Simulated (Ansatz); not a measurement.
**fcc Pd (1 1 1) on 3C silicon carbide (1 1 1) (film strained to the substrate, faces as cut)**

A periodic stack without vacuum, fcc Pd (1 1 1) on 3C silicon carbide (1 1 1) (film strained to the substrate, faces as cut): substrate slab C18Si18, film Pd16, surface cells [[1, -2], [1, 1]] and [[0, -2], [2, 0]], film strained by -3.8 and -3.8 %, faces Si/C and Pd/Pd as cut (like faces can put a slab off its formula).

The start was prepared with a machine-learned potential, and the result is one local minimum, with the in-plane cell held and forces under 0.04 eV/Å; the film can end far from its bulk form.

Level of theory: PBE (plane waves to 420 eV, PAW; Ansatz, a first-principles code). Spin–orbit coupling is left out; the runs are not spin-polarised; PBE gaps are too small against experiment. Its k-point mesh 6×6×1, Fermi–Dirac width 0.05 eV.

| Property | Result |
|---|---|
| interface area | 24.9 Å² |
| period | 24.63 Å |
| gaps between the outermost planes at the two interfaces | 1.98 and 2.08 Å |
| Pd–Si contacts across the interfaces within 1.22 times the sum of covalent radii | 9, mean 2.62 Å |
| C–Pd contacts across the interfaces within 1.22 times the sum of covalent radii | 3, mean 2.15 Å |
| estimate of the barrier | withheld, since the two interfaces are unlike |
| slope of the mean potential energy in the substrate | +5.8 MV/cm × e |

```xyz
52
Lattice="5.3644 0.0000 0.0134 -2.6822 4.6457 -0.0160 1.1791 -2.2432 24.6331" Properties=species:S:1:pos:R:3 pbc="T T T"
C      0.0217     0.1533     1.7480
C      2.7028     1.7011     1.8286
C      0.0201     3.2505     1.8184
C     -0.8760     1.7028     4.3268
C      1.8062     3.2597     4.3301
C      1.7994     0.1584     4.3365
C     -1.7780     3.2587     6.8500
C      3.5831     0.1633     6.8696
C      0.9042     1.7139     6.8599
C      0.0022     0.1682     9.3835
C      2.6848     1.7170     9.3954
C      0.0027     3.2656     9.3860
C     -0.8942     1.7168    11.9078
C      1.7881     3.2758    11.9131
C      1.7764     0.1741    11.9174
C     -1.7876     3.2656    14.3774
C      3.5526     0.1785    14.3938
C      0.8921     1.7376    14.3957
Si    -1.7524     3.2212     1.1245
Si     3.5724     0.1520     1.1560
Si     0.9311     1.7276     1.1360
Si     0.0184     0.1571     3.6940
Si     2.6992     1.7061     3.7202
Si     0.0168     3.2538     3.7101
Si    -0.8817     1.7078     6.2321
Si     1.8004     3.2623     6.2356
Si     1.7954     0.1623     6.2418
Si    -1.7834     3.2633     8.7558
Si     3.5791     0.1672     8.7753
Si     0.8988     1.7168     8.7658
Si    -0.0024     0.1719    11.2898
Si     2.6797     1.7206    11.3044
Si    -0.0023     3.2702    11.2954
Si    -0.8976     1.7211    13.8367
Si     1.7832     3.2779    13.8430
Si     1.7762     0.1791    13.8441
Pd     2.7765     0.1887    16.3927
Pd     0.0251     0.1917    16.4922
Pd     1.3237     2.4507    16.3902
Pd    -1.3616     2.5736    16.3707
Pd     5.3537    -1.3544    18.8065
Pd     2.6834    -1.3516    18.7980
Pd     4.0301     0.9886    18.7903
Pd     1.3538     0.9613    18.8232
Pd    -0.0162     1.7631    21.1839
Pd     2.6831     1.7575    21.1708
Pd     1.3333    -0.5712    21.2006
Pd     4.0170    -0.5659    21.1564
Pd     2.6590     0.2097    23.5653
Pd    -0.0222     0.2259    23.5604
Pd     1.3446     2.5403    23.5313
Pd    -1.3506     2.5404    23.6734
```
